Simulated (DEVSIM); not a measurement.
Device: abrupt GaAs p-n junction, at 300 K.

```
layer (left to right)  material  thickness (μm)  Nd (cm⁻³)  Na (cm⁻³)  τn (s)  τp (s)
---------------------  --------  --------------  ---------  ---------  ------  ------
1                          GaAs            17.0          -     6.9e16    6e-8    6e-8
2                          GaAs            2.50     1.5e17          -    6e-8    6e-8
```

Left contact: ohmic. Right contact: ohmic. Voltage is applied to the left contact. Recombination: SRH at mid-gap. Mobility is constant in doping. Where it depends on doping, it is μmin + (μ − μmin)/(1 + (N/Nref)^α).

Constants are typed, rounded textbook-type inputs, not results; the design itself was drawn at random and stands for no fabricated device. Values at 300 K; Nc and Nv go as T^1.5, mobilities as T to minus their exponent, the gap by Varshni's rule with the affinity fixed. The table also holds parameters that only a changed run uses.

```
parameter             GaAs
----------------  --------
gap (eV)             1.424
affinity (eV)         4.07
permittivity          12.9
Nc (cm⁻³)           4.7e17
Nv (cm⁻³)             9e18
μn (cm²/Vs)           8500
μp (cm²/Vs)            400
μn,min                 500
μp,min                  20
Nref,n                6e16
Nref,p              1.5e17
αn                    0.39
αp                    0.38
T exponent of μn       2.1
T exponent of μp       2.2
Cn (cm⁶/s)           1e-30
Cp (cm⁶/s)           1e-30
Varshni α (eV/K)  0.000541
Varshni β (K)          204
```

Simulated with DEVSIM: 1D drift-diffusion, Boltzmann statistics, complete ionisation; no tunnelling, impact ionisation, image-force lowering or self-heating.

Base results: potential step across the device at zero bias (V) 1.269; dark forward voltage at 1 A/cm² (V) 1.055; dark forward voltage at 100 A/cm² (V) 1.180.

Task: What follows from this one change: temperature 300 → 350 K?

Result: potential step across the device at zero bias 1.269 → 1.206 V; dark forward voltage at 1 A/cm² 1.055 → 0.962 V; dark forward voltage at 100 A/cm² 1.180 → 1.108 V.

Task: What follows from this one change: doping-dependent mobility in place of the constant one?

Result: potential step across the device at zero bias little changed (1.269 V); dark forward voltage at 1 A/cm² 1.055 → 1.071 V; dark forward voltage at 100 A/cm² 1.180 → 1.200 V.
